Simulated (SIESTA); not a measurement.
Worked example: self-consistent single point of Mg₂Sc₃WS₈ (R-3m, 14 atoms in the cell) in SIESTA.

Method: GGA PBEsol with spin-orbit coupling, numerical atomic orbitals DZP, PseudoDojo PBEsol fully relativistic norm-conserving potentials (rewritten from UPF to PSML) (SIESTA).

```
CELL_PARAMETERS angstrom
      3.77406     2.17895     6.06292
     -3.77406     2.17895     6.06292
      0.00000    -4.35790     6.06292
ATOMIC_POSITIONS crystal
  Mg 0.12528 0.12528 0.12528
  Mg 0.87472 0.87472 0.87472
  Sc 0.00000 0.50000 0.50000
  Sc 0.50000 0.00000 0.50000
  Sc 0.50000 0.50000 0.00000
  W  0.50000 0.50000 0.50000
  S  0.72549 0.26299 0.26299
  S  0.27451 0.73701 0.73701
  S  0.26299 0.72549 0.26299
  S  0.73701 0.27451 0.73701
  S  0.26299 0.26299 0.72549
  S  0.73701 0.73701 0.27451
  S  0.74173 0.74173 0.74173
  S  0.25827 0.25827 0.25827
```
Moments meant for the start (each program seeds them in its own way; μB, in the order of the atoms Mg Mg Sc Sc Sc W S S S S S S S S): 0.0 0.0 0.0 0.0 0.0 1.0 0.0 0.0 0.0 0.0 0.0 0.0 0.0 0.0.

Reference input (self-consistent single point, DFT, GGA PBEsol, numerical atomic orbitals DZP, PseudoDojo PBEsol standard norm-conserving potentials (rewritten from UPF to PSML)): XC.functional = GGA; XC.authors = PBEsol; potentials = PseudoDojo PBEsol standard; PAO.BasisSize = DZP; PAO.EnergyShift = 0.01 Ry; MeshCutoff = 300 Ry; kgrid.MonkhorstPack = 5 5 5; OccupationFunction = FD; ElectronicTemperature = 0.1 eV; Spin = polarized; MaxSCFIterations = 150; SCF.Mixer.Method = Broyden. This run's input differs from it in these lines:

```diff
@@ -1,2 +1,2 @@
-# files in the folder: Mg.psml Sc.psml W.psml S.psml (PseudoDojo PBEsol standard)
+# files in the folder: Mg.psml Sc.psml W.psml S.psml (PseudoDojo PBEsol fully relativistic)
 SystemName  Mg2Sc3WS8
@@ -48,18 +48,18 @@
 ElectronicTemperature        0.1 eV
-Spin                         polarized
+Spin                         spin-orbit
 %block DM.InitSpin
-  1 +0.00
-  2 +0.00
-  3 +0.00
-  4 +0.00
-  5 +0.00
-  6 +1.00
-  7 +0.00
-  8 +0.00
-  9 +0.00
-  10 +0.00
-  11 +0.00
-  12 +0.00
-  13 +0.00
-  14 +0.00
+  1 0.00 90.00 45.00
+  2 0.00 90.00 45.00
+  3 0.00 90.00 45.00
+  4 0.00 90.00 45.00
+  5 0.00 90.00 45.00
+  6 1.00 90.00 45.00
+  7 0.00 90.00 45.00
+  8 0.00 90.00 45.00
+  9 0.00 90.00 45.00
+  10 0.00 90.00 45.00
+  11 0.00 90.00 45.00
+  12 0.00 90.00 45.00
+  13 0.00 90.00 45.00
+  14 0.00 90.00 45.00
 %endblock DM.InitSpin
```

The program printed (abridged):

```
        iscf     Eharris(eV)        E_KS(eV)     FreeEng(eV)     dDmax    Ef(eV) dHmax(eV)
   scf:    1   -11582.643905   -11625.860594   -11626.073209  0.857177 -2.724040 26.906595
     spin moment: {S} , |S| = {    0.35015    0.35015   -0.00000 }     0.49519
   scf:    2   -11651.562356   -11643.865135   -11644.052449  0.260261 -3.427536  8.287453
     spin moment: {S} , |S| = {    0.73004    0.73004    0.00006 }     1.03243
   scf:    3   -11648.119535   -11646.327380   -11646.515686  0.023443 -3.744639  4.446716
     spin moment: {S} , |S| = {    0.79921    0.79921    0.00011 }     1.13026
   [... lines left out ...]
     spin moment: {S} , |S| = {    1.67227    1.67224    0.00063 }     2.36492
   scf:   34   -11648.224742   -11648.224754   -11648.329753  0.000011 -4.007321  0.000298
     spin moment: {S} , |S| = {    1.67224    1.67220    0.00063 }     2.36487
   scf:   35   -11648.224736   -11648.224748   -11648.329753  0.000010 -4.007318  0.000275
     spin moment: {S} , |S| = {    1.67220    1.67217    0.00063 }     2.36483
   scf:   36   -11648.224730   -11648.224741   -11648.329753  0.000009 -4.007315  0.000254
     spin moment: {S} , |S| = {    1.67217    1.67214    0.00062 }     2.36479
SCF Convergence by DM+H criterion
max |DM_out - DM_in|         :     0.0000092088
max |H_out - H_in|      (eV) :     0.0002544425
SCF cycle converged after 36 iterations

Using DM_out to compute the final energy and forces

siesta: E_KS(eV) =           -11648.2247

siesta: E_KS - E_eggbox =    -11648.2247

siesta: Atomic forces (eV/Ang):
     1    0.002082   -0.000009    0.027095
     2   -0.002082    0.000009   -0.027095
     3   -0.000000   -0.000000    0.000000
     4    0.000000   -0.000000    0.000000
     5   -0.000000   -0.000000    0.000000
     6    0.000000   -0.000000    0.000000
     7   -0.349048   -0.202801   -0.020657
     8    0.349048    0.202801    0.020657
     9    0.344336   -0.197523   -0.022074
    10   -0.344336    0.197523    0.022074
    11    0.002215    0.400343   -0.021341
   [... lines left out ...]
siesta: FreeEng =    -11648.329753
siesta: Cell volume =        299.150081 Ang**3
siesta:         -34.97840318        -18.84675477  kBar
   [... lines left out ...]
    11    -0.218554    6.218554    0.035311    0.025886    0.024016    0.000047  S
    12    -0.218554    6.218554    0.035311    0.025886    0.024016    0.000047  S
    13    -0.222113    6.222113    0.000697    0.000493    0.000493    0.000003  S
    14    -0.222113    6.222113    0.000697    0.000493    0.000493    0.000003  S
 Total     0.000000                2.364787    1.672174    1.672140    0.000624
```

The run converged in 36 iterations. Against the reference run the pressure goes from -3.26 to -3.50 GPa, the largest force hardly changes (0.455 to 0.457 eV/Å) and the size of the net moment moves little (0.18 to 0.17 μB/atom).

The starting cell comes from a database of computed structures (which also holds hypothetical and non-ambient phases and stackings), without a prior relaxation at this level. With one magnetic atom in the cell only a parallel order is possible. Values carry the incompleteness of an atom-centred basis. With a pressure of about -3 GPa the cell is away from its equilibrium volume at this level.

Cost on one core of a shared machine: roughly 10 min.
